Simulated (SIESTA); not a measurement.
**Convergence study of the k-point mesh for Pb (Fm-3m, 1 atom in the cell)**

```
CELL_PARAMETERS angstrom
      0.00000     2.46758     2.46758
      2.46758     0.00000     2.46758
      2.46758     2.46758     0.00000
ATOMIC_POSITIONS crystal
  Pb 0.00000 0.00000 0.00000
```

Method of the run: GGA PBE, numerical atomic orbitals DZP, PseudoDojo PBE standard norm-conserving potentials (rewritten from UPF to PSML) (SIESTA 5.4.2).

Base settings: XC.functional = GGA; XC.authors = PBE; potentials = PseudoDojo PBE standard; PAO.BasisSize = DZP; PAO.EnergyShift = 0.01 Ry; MeshCutoff = 300 Ry; kgrid.MonkhorstPack = 12 12 12; OccupationFunction = MP; OccupationMPOrder = 0; ElectronicTemperature = 100 meV.

Only quantities that move along the ladder and can be compared are tabulated.

The starting cell has typed, rounded lattice constants, without a prior relaxation at this level. Its lattice was rescaled by up to half a per cent. Values carry the incompleteness of an atom-centred basis. In the base run, with a pressure of about 5 GPa the cell is away from its equilibrium volume at this level.

```csv
kgrid.MonkhorstPack,free energy less the last step's (meV/atom),pressure (GPa)
2 2 2,-1709.27,-5.18
3 3 3,273.42,3.57
4 4 4,162.18,3.51
5 5 5,38.09,3.96
6 6 6,103.22,5.37
7 7 7,-10.04,4.86
8 8 8,-13.96,4.62
9 9 9,-17.15,4.18
10 10 10,1.60,4.06
11 11 11,-2.94,4.19
12 12 12,14.53,4.66
13 13 13,1.35,4.34
15 15 15,-1.30,4.30
16 16 16,-1.58,4.28
18 18 18,3.45,4.33
22 22 22,0.36,4.37
25 25 25,-0.10,4.35
28 28 28,-0.25,4.34
31 31 31,-0.16,4.38
34 34 34,0.00,4.36
```

Coarsest kgrid.MonkhorstPack that holds the pressure within 0.1 GPa of the last step, with all finer ones: 13 13 13; the step before is off by 0.30 GPa.

Coarsest kgrid.MonkhorstPack that holds the free energy within 1 meV/atom of the last step, with all finer ones: 22 22 22; the step before is off by 3.5 meV/atom.

Two neighbours can agree and both be off: 3 3 3 and 4 4 4 differ by 0.06 GPa in the pressure, yet lie about 0.85 GPa from the last step.
